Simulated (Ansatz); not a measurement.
Start from Ti in the hcp (Mg type) structure (space group P6_3/mmc, No. 194; relaxed with 0.1 eV smearing).

```
Ti
1.0
    2.90164     0.00000     0.00000
   -1.45082     2.51289     0.00000
    0.00000     0.00000     4.59296
Ti
2
Direct
  0.66667   0.33333   0.75000
  0.33333   0.66667   0.25000
```

Cartesian axes are those of the cell as printed.

The values are results of DFT with PBEsol, PAW potentials and a 420 eV plane-wave cutoff in Ansatz (an electronic-structure program), no spin-orbit coupling, not measurements.

Before the change:

Shortest interatomic distance: 2.843 Å
Pressure: 0.0 GPa

Perturbation: a pure shear with ε_xz = ε_zx = 0.0114; the atoms relax in the strained cell.

Question: What happens to the energy relative to the base?

Answer: The energy goes up by 1.0 meV/atom.

Question: What does the calculation give for the shortest interatomic distance after the change?

Answer: The shortest interatomic distance shrinks by 0.027 Å, from 2.843 Å to 2.816 Å.

Question: What happens to the pressure?

Answer: The pressure (mean of the normal stresses, compression positive) remains 0.0 GPa.

No phonon test of stability was made. All final runs are without spin polarisation.
